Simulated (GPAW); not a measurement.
Worked example: self-consistent single point of Cr₃Co (P6_3/mmc, 8 atoms in the cell) in GPAW.

Computed with LDA (Perdew-Wang 92), GPAW PAW datasets LDA (gpaw-data 1.0.1) (plane waves; GPAW).

The change in words: lattice scaled by 1.03; ecut: 800 eV → 480 eV. Reference geometry:
```yaml
crystal:
  lattice:
    - [5.05223, 0.00000, 0.00000]
    - [-2.52612, 4.37536, 0.00000]
    - [0.00000, 0.00000, 4.05887]
  atoms:
    - { symbol: Cr, position: [0.32959, 0.16479, 0.75000], spin: 3.0 }
    - { symbol: Cr, position: [0.67041, 0.83520, 0.25000], spin: 3.0 }
    - { symbol: Cr, position: [0.16479, 0.32959, 0.25000], spin: 3.0 }
    - { symbol: Cr, position: [0.83520, 0.67041, 0.75000], spin: 3.0 }
    - { symbol: Cr, position: [0.83520, 0.16479, 0.75000], spin: 3.0 }
    - { symbol: Cr, position: [0.16479, 0.83520, 0.25000], spin: 3.0 }
    - { symbol: Co, position: [0.66667, 0.33333, 0.25000], spin: 3.0 }
    - { symbol: Co, position: [0.33333, 0.66667, 0.75000], spin: 3.0 }
```
(The spins are starting values, not results.)

Reference input (self-consistent single point, DFT LDA (Perdew-Wang 92), plane waves, GPAW PAW datasets LDA (gpaw-data 1.0.1)): spinpol = true; mode = pw; ecut = 800 eV; xc = LDA; kpts = 6 6 6; mesh shift (steps) = 0 0 0; occupations.name = marzari-vanderbilt; occupations.width = 0.2 eV; nbands = -14; convergence.density = 1e-05 e/electron; symmetry.symmorphic = false; symmetry.tolerance = 0.0005. This run's input differs from it in these lines:

```diff
@@ -5,5 +5,5 @@
 atoms = Atoms(['Cr', 'Cr', 'Cr', 'Cr', 'Cr', 'Cr', 'Co', 'Co'],
-              cell=[[5.052234, 0.000000, 0.000000],
-                    [-2.526117, 4.375362, 0.000000],
-                    [0.000000, 0.000000, 4.058870]],
+              cell=[[5.203801, 0.000000, 0.000000],
+                    [-2.601901, 4.506623, 0.000000],
+                    [0.000000, 0.000000, 4.180636]],
               scaled_positions=[[0.329590, 0.164795, 0.750000],
@@ -21,3 +21,3 @@
 calc = GPAW(spinpol=True,
-            mode=PW(800),
+            mode=PW(480),
             xc='LDA',
```

Log, with long lists cut:

```
     iter     time        total  log10-change:  magmom
                         energy   eigst   dens
iter:   1 --:--:--   -75.139960                   +23.9879
iter:   2 --:--:--   -77.693708   -1.08  -1.30    +16.5895
iter:   3 --:--:--   -79.526552   -1.62  -1.32    +5.8687
iter:   4 --:--:--   -79.370268   -1.94  -1.32    +4.9578
iter:   5 --:--:--   -79.114814   -0.85  -1.37    +3.7027
iter:   6 --:--:--   -79.164764   -1.81  -1.76    +2.8798
iter:   7 --:--:--   -79.052351   -2.32  -1.72    +2.5259
iter:   8 --:--:--   -78.962089   -1.48  -1.79    +1.6228
iter:   9 --:--:--   -78.934011   -2.09  -2.00    +1.7699
   [... lines left out ...]
iter:  14 --:--:--   -78.941416c  -2.65  -2.50    +0.5879
iter:  15 --:--:--   -78.944794c  -2.84  -2.73    +0.3925
   [... 30 lines left out ...]
iter:  46 --:--:--   -78.946510c  -6.80  -4.47    -0.0002
iter:  47 --:--:--   -78.946510c  -6.92  -4.48    -0.0002
iter:  48 --:--:--   -78.946509c  -6.57  -4.50    -0.0002
iter:  49 --:--:--   -78.946509c  -7.06  -4.68    -0.0001
iter:  50 --:--:--   -78.946509c  -7.21  -5.03c   -0.0001
iter:  51 --:--:--   -78.946509c  -7.39  -5.04c   -0.0001
iter:  52 --:--:--   -78.946509c  -7.37  -5.03c   -0.0001
iter:  53 --:--:--   -78.946509c  -7.57c -5.11c   -0.0001
Converged after 53 iterations.

Dipole moment: (0.000000, -0.000000, 0.000000) |e|*Ang

Total magnetic moment: (0.000000, 0.000000, -0.000109)
Local magnetic moments:
   0 Cr ( 0.000000,  0.000000, -0.000003)
   1 Cr ( 0.000000,  0.000000, -0.000003)
   2 Cr ( 0.000000,  0.000000, -0.000003)
   3 Cr ( 0.000000,  0.000000, -0.000003)
   4 Cr ( 0.000000,  0.000000, -0.000003)
   5 Cr ( 0.000000,  0.000000, -0.000003)
   6 Co ( 0.000000,  0.000000, -0.000036)
   7 Co ( 0.000000,  0.000000, -0.000036)

Energy contributions relative to reference atoms: (reference = -246836.633578)

Kinetic:       -112.358469
Potential:      +72.510528
External:        +0.000000
XC:             -39.807080
Entropy (-ST):   +0.026930
Local:           +0.681581
SIC:             +0.000000
--------------------------
Free energy:    -78.946509
   [... lines left out ...]
Fermi level: 9.44907
No gap
   [... lines left out ...]
  2 Cr    0.00000   -0.08650    0.00000
  3 Cr   -0.00000    0.08650    0.00000
  4 Cr    0.07491   -0.04325    0.00000
  5 Cr   -0.07491    0.04325    0.00000
  6 Co   -0.00000    0.00000   -0.00000
  7 Co    0.00000    0.00000    0.00000

Stress tensor:
     0.201529     0.000000     0.000000
     0.000000     0.201529     0.000000
     0.000000     0.000000     0.208647
Stress (GPa, Voigt): [32.2885 32.2885 33.4289  0.      0.      0.    ]
```

The run converged in 53 iterations. GPAW prints stress with tension positive. Against the reference run the free energy rises by 199 meV/atom and the largest force goes from 0.025 to 0.087 eV/Å.

At such cutoffs GPAW's stress carries a finite-basis (Pulay) error, which enters relaxed cells too; its log prints stress with tension positive.

The starting cell comes from a database of computed structures (which also holds hypothetical and non-ambient phases and stackings), without a prior relaxation at this level. Its lattice was rescaled by a random factor within 2.5 % of one. For this run, on top of that: lattice scaled by 1.03. The starting moments vanished: the run ended non-magnetic, which need not be the lowest state.

Cost on one core of a shared machine: roughly 8 min.
